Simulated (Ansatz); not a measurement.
```yaml
crystal:
  lattice:
    - [0.00000, 0.00000, -2.91820]
    - [-2.11055, 2.98476, -1.45910]
    - [2.11055, 2.98476, -1.45910]
  atoms:
    - { symbol: Li, position: [0.06823, 0.43177, 0.43177] }
    - { symbol: Li, position: [0.18177, 0.81823, 0.81823] }
```

No spin polarisation.

Method: DFT with PBE, PAW potentials and a 420 eV plane-wave cutoff in Ansatz (a program for electronic structure), spin-orbit coupling left out. Γ-centred 17×17×17 mesh, Fermi–Dirac width 0.1 eV.

### Question
What pressure (mean of the normal stresses, compression positive) does the calculation give?

### Answer
3.0 GPa.

### Question
What band gap does the calculation give?

### Answer
Zero.

A biaxial case was relaxed in a doubled cell and then solved in the primitive one. The cells carry an imposed strain or load. No phonon test of stability was made. Under biaxial strain +0.98 %, plane normal [110], relaxed out of plane the cell ends below the base's energy or with stress of the wrong sign: the atoms slid into a distortion or the cell is elastically unstable, so the base is not a stable minimum at this level. The cell was made from Li in the diamond structure (space group Fd-3m, No. 227; a hypothetical phase, not in the database extracts checked) by this change: biaxial strain +0.98 %, plane normal [110], relaxed out of plane.
